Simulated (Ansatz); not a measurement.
For Al (model structure, P-3m1, No. 164, 11 atoms in the cell), PBEsol (plane waves, PAW; Ansatz, an electronic-structure program) gives:

```
Quantity                               Value
------------------------------  ------------
equilibrium lattice constant a       2.835 Å
c axis length                       25.598 Å
cohesive energy                 3.81 eV/atom
```

Question: What does r²SCAN in Ansatz (PAW) give for the same quantities?

Answer: 
- lattice constant a: 2.821 Å (drops by 0.5 %)
- lattice parameter c: 25.445 Å (falls by 0.6 %)
- cohesive energy: 3.59 eV/atom (shrinks by 0.22 eV/atom)

Changes are worked out from the printed values.

Unless a cell is named, each level is at its own relaxed cell (PBEsol 16.20, r²SCAN 15.94 Å³/atom).

Ansatz's density-functional and Hartree–Fock values are scalar-relativistic unless marked +SOC, with PAW data made under PBE.

A model structure was made by putting elements into a prototype or built by hand; it is no filed structure, need not be a known phase, and can be a saddle point held by its symmetry.
